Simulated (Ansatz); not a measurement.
We consider SiO₂ (model structure, started from the tetragonal ZrO2 type, P4₂/nmc, No. 137, 6 atoms in the cell), described by PBEsol in Ansatz (PAW).

Numerical settings: plane-wave cutoff 520 eV, 10×10×8 k mesh (along the axes of the cell as run), Fermi–Dirac smearing 0.01 eV, scalar-relativistic PAW data made under PBE.

Computed at the level's own relaxed cell.

```
CELL_PARAMETERS angstrom
      2.82094     0.00000     0.00000
      0.00000     2.82094     0.00000
      0.00000     0.00000     8.62811
ATOMIC_POSITIONS crystal
  Si 0.00000 0.00000 0.00000
  Si 0.50000 0.50000 0.50000
  O  0.00000 0.50000 0.09899
  O  0.00000 0.50000 0.59899
  O  0.50000 0.00000 0.40101
  O  0.50000 0.00000 0.90101
```

Problem. List the 20 lowest band energies at Γ above −25 eV (eV, relative to the valence band maximum), grouping those that round alike.

Solution. At Γ: -19.70, -19.60, -17.13, -16.96, -4.19 (×2), -4.12 (×2), -3.97, -3.10, -2.85, -1.61, -0.44 (×2), -0.31 (×2), 5.04, 6.40, 6.62, 7.15.

Note: the relaxation could raise the start's symmetry but not lower it, so the cell can be a saddle point.

A model structure was made by putting elements into a prototype or built by hand; it is no filed structure, need not be a known phase, and can be a saddle point held by its symmetry.

Ansatz is a program for electronic structure.
